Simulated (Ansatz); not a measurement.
Seebeck coefficient (μV/K, mean over directions) of n-type SiC (F-43m) against carrier density, PBEsol, rigid bands (Ansatz, an electronic-structure program). Computed gap 1.24 eV; densities at which minority carriers matter at this gap, or further valleys turn the trend, are left out. Conductivity mass 0.30 mₑ (harmonic mean over directions), N_c = 1.4e19 cm⁻³ at 300 K.

```csv
electron density,300 K,500 K,800 K
1e18 cm⁻³,-443,-509,-570
3e18 cm⁻³,___,-415,-476
1e19 cm⁻³,-249,-313,-373
3e19 cm⁻³,-164,-223,___
1e20 cm⁻³,-89,-135,-186
3e20 cm⁻³,___,-74,-112
1e21 cm⁻³,-21,-36,-57
```

What belongs in the gaps?


- 3e18 cm⁻³, 300 K: -349
- 3e19 cm⁻³, 800 K: -281
- 3e20 cm⁻³, 300 K: -46

Rigid bands with a gap fixed in temperature, one relaxation time for all states, no polarons or phonon drag, and whether or not such doping can be reached. Spin-orbit coupling is left out.
